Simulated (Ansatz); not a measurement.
V3Si: pressure series

Base system: V₃Si in the A15 (Cr3Si type) structure (space group Pm-3n, No. 223; a = 4.7014 Å).

Cell and atoms are relaxed at each pressure.

All numbers come from PBE (Ansatz, a first-principles code; PAW; 420 eV plane waves; spin-orbit coupling left out), earlier PAW set.

```csv
P (GPa),V (Å³/atom)
-1.99,13.128
-0.99,13.057
1.80,12.871
4.20,12.720
8.99,12.443
17.99,11.992
30.00,11.493
45.00,10.983
60.00,10.561
```

Q: Fit a third-order Birch–Murnaghan equation of state.

A: Least squares on P(V) = (3B₀/2)[(V₀/V)^(7/3) − (V₀/V)^(5/3)]·[1 + (3/4)(B₀′ − 4)((V₀/V)^(2/3) − 1)] gives V₀ = 12.99 Å³/atom, B₀ = 192 GPa and B₀′ = 4.0.

Measured bulk modulus of V3Si: 171 GPa (room temperature; as listed in Z. W. Lu, Barry M. Klein, Physical Review Letters (1997)); the computed value is for a static lattice, so the two differ by thermal effects too.

Load acts through the strain it causes; cell and atoms are relaxed under it. No phonon test of stability was made. No other phases were tried under pressure. Seeded moments were not kept for the base. All final runs are without spin polarisation.
